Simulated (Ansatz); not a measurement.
Worked calculations on one periodic cell of amorphous Ti$_{20}$O$_{43}$Y$_{2}$: Ti20O43Y2, 65 atoms, volume 810.3 Å³, made by a melt-quench on the CHGNet potential and relaxed with DFT. O atoms were pushed apart under 1.9 Å during the dynamics, to hinder bonds among them. It is a model cell: composition and starting density were chosen by hand, and all elements were melted together. Cycles of charging were run to anneal it. Method: PBE, scalar-relativistic without spin-orbit coupling (plane waves to 420 eV, PAW; Ansatz, a program for electronic structure). Sampling: a 2×2×2 Γ-centred mesh; Fermi-Dirac width 0.02 eV; no spin polarisation. Its volume was held where the quench left it, its shape was free, and it stands at a mean pressure of 0.4 GPa with stress components up to 0.5 GPa; the relaxation ran on the zone centre alone. Its density went from a set 3.74 to 3.74 g/cm³. The cell is small and was quenched far faster than a real film, so it is one sample of the glass.

**Question.** Count formal charges (Ti +4, O -2, Y +3). What does the count lead one to expect at the Fermi level, and what does the calculation give?

**Answer.** 20 × (+4) + 43 × (-2) + 2 × (+3) = 0. The charges balance, so the anion-derived valence states can be full and a gap can open. On this mesh the highest filled and lowest empty level lie 2.55 eV apart, the PBE gap of this cell, with a localised state at one edge or both.

Four energies for an added electron at PBE on the zone centre alone (charged cells in a uniform background, spin-polarised): neutral at the neutral geometry -82178.641 eV; charged at the neutral geometry -82169.291 eV; charged and relaxed -82169.440 eV; neutral at the charged geometry -82178.280 eV.

**Question.** Find the two relaxation energies and their sum, the reorganisation energy.

**Answer.** On charging: -82169.291 − (-82169.440) = 0.149 eV. On discharging: -82178.280 − (-82178.641) = 0.361 eV. The sum is 0.510 eV. The carrier's level spreads over 7 of the 65 atoms' worth, so it counts as partly localised, most on one Ti atom with neighbours O 1.88 Å, O 1.90 Å, O 1.94 Å, O 1.95 Å, O 2.00 Å, O 2.03 Å (neutral geometry). The values are uncorrected: the image energy of a point charge in this cell, 2.84 × 14.40 / (2 × 9.3) = 2.2 eV before screening, is screened by electrons alone at the fixed geometry and by ions too after relaxing, and the carrier can be spread before it relaxes, so each term can be off by up to that value times 1/ε∞, some tenths of an eV. PBE's self-interaction favours spread-out carriers, so a hybrid can localise more.

Four energies for a hole at PBE on the zone centre alone (charged cells in a uniform background, spin-polarised): neutral at the neutral geometry -82178.641 eV; charged at the neutral geometry -82185.162 eV; charged and relaxed -82185.555 eV; neutral at the charged geometry -82177.587 eV.

**Question.** Find the two relaxation energies and their sum, the reorganisation energy.

**Answer.** On charging: -82185.162 − (-82185.555) = 0.393 eV. On discharging: -82177.587 − (-82178.641) = 1.054 eV. The sum is 1.447 eV. The carrier's level spreads over 3 of the 65 atoms' worth, so it counts as localised, most on one O atom with neighbours Ti 1.77 Å, Ti 2.03 Å, Ti 2.27 Å (neutral geometry). The values are uncorrected: the image energy of a point charge in this cell, 2.84 × 14.40 / (2 × 9.3) = 2.2 eV before screening, is screened by electrons alone at the fixed geometry and by ions too after relaxing, and the carrier can be spread before it relaxes, so each term can be off by up to that value times 1/ε∞, some tenths of an eV. PBE's self-interaction favours spread-out carriers, so a hybrid can localise more.
